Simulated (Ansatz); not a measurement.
The starting structures come from a database of crystals and need not be the phases stable at ambient conditions.

 Where the default PAW files enter, the runs use the earlier of Ansatz's two default sets.

Consider the following.

```
CELL_PARAMETERS angstrom
      5.36869     0.00000     0.00000
      0.00000     7.34616     0.00000
      0.00000     3.67308     3.67308
ATOMIC_POSITIONS crystal
  Zn 0.00000 0.00000 0.00000
  Ga 0.50000 0.00000 0.50000
  Ga 0.50000 0.50000 0.50000
  S  0.75524 0.26233 0.47534
  S  0.24476 0.26233 0.00000
  S  0.75524 0.73767 0.52466
  S  0.24476 0.73767 0.00000
```

Space group of this cell: P-42m. The cell is taken as given; by PBEsol its mean pressure is -0.8 GPa.

Transport runs along the normal of the first two printed cell vectors, the (110) plane of the conventional cell.

No gap correction and no spin-orbit coupling; mid-gap values are interpolated between computed energies.

Give the band gap and the smallest decay constant κ at mid-gap that PBEsol (Ansatz, a quantum-chemistry and plane-wave program) yields.

Gap 1.95 eV on a 6×8×8 mesh; κ = 0.154 1/Å, at the zone centre.
